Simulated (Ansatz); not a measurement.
Start from Ti in the hcp (Mg type) structure (space group P6_3/mmc, No. 194; a = 2.940 Å, c = 4.654 Å; relaxed with 0.1 eV smearing). Axes: x lies along a and z along c of the hexagonal cell.

Calculations: PBE, PAW, 420 eV (Ansatz, a quantum-chemistry and plane-wave program; spin-orbit coupling left out).

Modification: an isotropic linear strain of −2.00 %; the atoms relax in the strained cell.

Problem. Predict the stress tensor and what it implies for the stiffness.

Solution. Stress of the strained cell less that of the base (GPa, compression positive):
```
    7.4     0.0     0.0
    0.0     7.4     0.0
    0.0     0.0     7.6
```

Then B = −ΔP/(ΔV/V₀) with ΔV/V₀ = -0.0588 gives secant stiffness values (nonlinear terms included at this strain): B (at held cell shape, above the free-shape value) ≈ 127 GPa.

As a check, the harmonic strain energy −½ V₀ Δσ:ε is 24 meV/atom; the computed energy rise is 23 meV/atom.

Whether these cells are dynamically stable was not tested. All final runs are without spin polarisation.
